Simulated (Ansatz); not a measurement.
Consider HfO$_{2}$ in the fluorite structure (space group Fm-3m, No. 225; a = 5.044 Å).

Level of theory: PBEsol (Ansatz, a quantum-chemistry and plane-wave program), no spin-orbit coupling.

Before the change:

| Property | Result |
|---|---|
| Electron mass | 1.1 mₑ along k, 0.70 mₑ across (at X) |

Now apply this change: every lattice vector is stretched by 2.00 %, atoms relaxed at fixed cell.

Problem. Estimate the effect on the mean gap deformation potential ΔEg/Δln V.

Solution. The mean gap deformation potential ΔEg/Δln V comes out as -2.4 eV.

Problem. How does this affect the energy relative to the base?

Solution. The energy increases by 30 meV/atom.

Problem. Predict the new electron mass.

Solution. The electron mass becomes 1.2 mₑ along k, 0.73 mₑ across (at X) (base: 1.1 mₑ along k, 0.70 mₑ across (at X)).

Problem. How does this affect the hole mass?

Solution. The hole mass is 0.16 mₑ along k, 0.88 mₑ across (at X).

With Hf present, leaving out spin-orbit coupling can change the band edges. The cells carry an imposed strain or load. Masses are band curvatures over ±0.01 Å⁻¹ around the edge. Along k means along the line from Γ to the band edge. No phonon test of stability was made. This is not the structure that HfO2 has at room temperature and ambient pressure.
